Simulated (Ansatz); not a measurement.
**Worked example: self-consistent single point of SnTe (I4mm, 2 atoms in the cell) in Ansatz (an electronic-structure program)**

Computed with PBEsol, default PAW files made with PBE (plane waves; Ansatz).

The input file:

Ansatz 0.2 input:
```yaml
# SnTe
crystal:
  lattice:
    - [0.00000000, 3.14420000, 3.14420000]
    - [3.14420000, 0.00000000, 3.14420000]
    - [3.14420000, 3.14420000, 0.00000000]
  atoms:
    - { symbol: Sn, position: [0.00795100, 0.00795100, -0.00795100] }
    - { symbol: Te, position: [0.50000000, 0.50000000, 0.50000000] }
basis:
  ecutwfc: 420.0
kpoints:
  mp_grid: { grid: [7, 7, 7] }
hamiltonian:
  xc: pbesol
  pseudopotentials: { kind: paw }
scf:
  occupations: { method: fermi_dirac, width: 0.01 }
output:
  forces: true
  eigenvalues: true
  stress: true
```

Output, abridged:

```
WARN ansatz: RAYON_NUM_THREADS=1 ignored (pool sized by the plan → 1); use --threads N
Pseudopotentials: kind: paw
Pseudopotential: Sn, paw, valence charge 14
Pseudopotential: Te, paw, valence charge 16
Crystal: 2 atoms, lattice volume = 62.167 Å³
Basis set: ecut = 420 eV, 1243 PW (Γ), exchange–correlation on 60×60×60 points (8 copies of the dense FFT grid, shifted against one another)
Bands: 19, of which v1, the nominal top of the filled ones, is band 15 counted from 1 (14 counted from 0)
Symmetry: 8 space group operations
Space group: I4mm (ITA 107), of the structure as read, at distance tolerance 4.0e-5 Å
k-points: 40 of 343 (time reversal used)
PAW frozen core: Sn, regenerated for the run's functional, and the local potential with it
PAW frozen core: Te, regenerated for the run's functional, and the local potential with it
Initial density: superposition of atomic densities (neutral atoms: chi_scale 0, normalization atom), corrected by the library's trained network
Initial wavefunctions: pseudopotential atomic-orbital guess
Eigensolver: davidson
Functional: x = pbesol(κ = 0.804, μ = 0.12345679012345678), c = pbesol(β = 0.046)
SCF iter   1: F=—  HF=-12851.858092 eV  |F-HF|=—  |Δ(HF+E_count)|=         —  Δρ=2.36e-3  dr2=3.18e-3  ethr=1.77e-3  ⟨swp⟩=6.3  Hψ=4045  notcnv=0
all-band conjugate gradients solve this SCF's bands
preconditioner: auto → none
SCF iter   2: F=—  HF=-12851.854871 eV  |F-HF|=—  |Δ(HF+E_count)|=   3.22e-3  Δρ=8.66e-4  dr2=4.63e-4  ethr=1.06e-5  ⟨swp⟩=2.4  Hψ=1661  notcnv=0
SCF iter   3: F=—  HF=-12851.854842 eV  |F-HF|=—  |Δ(HF+E_count)|=   2.93e-5  Δρ=2.00e-4  dr2=2.52e-5  ethr=1.54e-6  ⟨swp⟩=2.0  Hψ=1520  notcnv=0
SCF iter   4: F=—  HF=-12851.854841 eV  |F-HF|=—  |Δ(HF+E_count)|=   9.87e-7  Δρ=1.19e-4  dr2=1.24e-5  ethr=8.39e-8  ⟨swp⟩=2.0  Hψ=1360  notcnv=0
SCF iter   5: F=—  HF=-12851.854836 eV  |F-HF|=—  |Δ(HF+E_count)|=   4.99e-6  Δρ=2.93e-5  dr2=5.19e-7  ethr=4.13e-8  ⟨swp⟩=2.0  Hψ=1350  notcnv=0
SCF iter   6: F=-12851.854836 eV  HF=-12851.854836 eV  |F-HF|=1.49e-8  |Δ(HF+E_count)|=   3.56e-7  Δρ=5.85e-6  dr2=8.49e-9  ethr=3.33e-10  ⟨swp⟩=6.2  Hψ=3750  notcnv=0
SCF 1 converged in 6 iterations: F = -12851.854836 eV  dr2 = 8.49e-9
SCF converged after 6 iterations
Free energy (F): -12851.854836 eV
Harris-Foulkes:  -12851.854836 eV  (|F-HF|=1.49e-8)
Internal energy: -12851.854836 eV  (E = F + TS)
E sigma→0 (E₀):  -12851.854836 eV
Fermi energy:    9.680652 eV
--- Per-component energies (eV) ---
  E_band       = -354.363671
  E_kinetic    = 366.902414
  E_local      = -2147.224874  (includes V_loc(G=0)·N_el)
  E_nonlocal   = -338.810177
  E_hartree    = 1348.397907
  E_xc         = -503.594210
  E_vxc        = -202.015568  (∫ρ·V_xc dr)
  E_paw        = -8646.779313  (= ΣΔE_a)
  E_vpaw       = -730.015298  (= ΣTr[D̂ρ^β])
  E_aug_tail   = -0.000163  (compensation charges beyond the density's cutoff)
  E_ewald      = -2931.406076
  E_core_change = 0.659655  (= ΣΔE_core)
  E_smearing   = -0.000000  (= −TS)
  E_closure    = -0.000000  (closes the sum)
  Σ components = -12851.854836   (vs F -12851.854836, Δ=0.00e0)
--- Forces (eV/Å), atoms counted from 1 ---
  atom   1  Sn     0.00000000     0.00000000    -0.00806147
  atom   2  Te    -0.00000000     0.00000000     0.00806234
  max |Σ_I F_I| component: 8.69e-7 eV/Å
--- Stress (GPa, compression-positive) ---
       -0.077963       0.000000       0.000000
        0.000000      -0.077963       0.000000
        0.000000       0.000000      -0.009245
  P = ⅓ Tr σ = -0.0551 GPa (-0.551 kbar)
  The stress holds the Pulay correction. Without it, at fixed plane waves, as pw.x and ABINIT print it: P = -0.0856 GPa
--- Band table (eV; the first three rows and the last of 40) ---
  k-point 0: bands = ["-27.4134", "-27.4127", "-27.4084", "-27.4084", "-27.4079", "-12.1833", "-12.1832", "-12.1763", "-12.1760", "-12.1760", "-3.2518", "4.9336", "7.4677", "7.4758", "7.4758", "12.9534", "12.9534", "12.9786", "14.3559"]
  k-point 1: bands = ["-27.4133", "-27.4126", "-27.4083", "-27.4082", "-27.4078", "-12.1843", "-12.1842", "-12.1758", "-12.1750", "-12.1748", "-3.0791", "4.0416", "7.4989", "7.5053", "8.0820", "12.1163", "12.1261", "12.1760", "14.2779"]
  k-point 2: bands = ["-27.4132", "-27.4125", "-27.4081", "-27.4079", "-27.4075", "-12.1870", "-12.1869", "-12.1752", "-12.1720", "-12.1718", "-2.6056", "2.5570", "7.6076", "7.6154", "8.8170", "10.8979", "10.9060", "10.9550", "14.9574"]
  k-point 39: bands = ["-27.4137", "-27.4121", "-27.4081", "-27.4071", "-27.4071", "-12.2009", "-12.1801", "-12.1790", "-12.1658", "-12.1653", "-1.6188", "2.6758", "4.1273", "6.0142", "6.2800", "12.2262", "13.7439", "14.0238", "15.7313"]
```

The run converged in 6 iterations.

The starting cell has typed, rounded lattice constants, without a prior relaxation at this level. Its lattice was rescaled by up to half a per cent. One atom was moved a little off its site on purpose. Spin-orbit coupling is off. Ansatz's pressure includes its estimate of the finite-basis (Pulay) stress.
